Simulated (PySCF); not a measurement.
PySCF 2.14.0, B3LYP/def2-svp, df: Nb(S)(Cl)3 ([S]=[Nb]([Cl])([Cl])[Cl]), 5 atoms. The geometry is a generated start, not checked to be a minimum at this level.

* **task**: energy
* **method**: b3lyp
* **basis**: def2-svp
* **two-electron scheme**: density fitting
* **mol.max_memory**: 3000 MB
* **mf.max_cycle**: 100
* **mf.conv_tol**: 1e-09 (default)
* **mf.grids.level**: 3 (default)
* **effective core potentials**: those of the basis set, past Kr
* **basis functions**: 103
* **grid points**: 97960

```xyz
5

Nb    -0.0399     0.0170     0.0254
S      1.6526    -0.8077    -1.1293
Cl     0.7728     0.7510     1.9308
Cl    -0.9028     1.6500    -1.1636
Cl    -1.4826    -1.6103     0.3367
```

Charge 0 and multiplicity 1 are set for this test and not shown to be the ground state.

With the defaults (mf.DIIS = CDIIS, mf.diis = true, mf.init_guess = minao, mf.diis_damp = 0, mf.diis_space = 8, mf.damp = 0, mf.diis_start_cycle = 1, mf.level_shift = 0) it converges in 15 Fock builds. One run each on 2 threads, 1 BLAS thread, with these changes:
- mf.diis_space = 5
- mf.level_shift = 1 Hartree
- mf.init_guess = atom
- mf.diis = false
- mf.level_shift = 0.1 Hartree
- mf.DIIS = EDIIS
- mf.diis_damp = 0.3
- mf.init_guess = 1e
- mf.diis = false, mf.damp = 0.7, mf.diis_start_cycle = 999

Which runs fail or end elsewhere than the default run?

No convergence: mf.DIIS = EDIIS; mf.diis = false (the run ends without SCF convergence in 100 cycles). The rest reach the solution of the defaults.

```
setting                                                    Fock builds             end
---------------------------------------------------------  -----------  --------------
mf.init_guess = atom                                                13   same solution
mf.diis_damp = 0.3                                                  14   same solution
the defaults                                                        15   same solution
mf.diis_space = 5                                                   15   same solution
mf.level_shift = 0.1 Hartree                                        15   same solution
mf.init_guess = 1e                                                  19   same solution
mf.diis = false, mf.damp = 0.7, mf.diis_start_cycle = 999           28   same solution
mf.level_shift = 1 Hartree                                          44   same solution
mf.DIIS = EDIIS                                                    101  no convergence
mf.diis = false                                                    101  no convergence
```
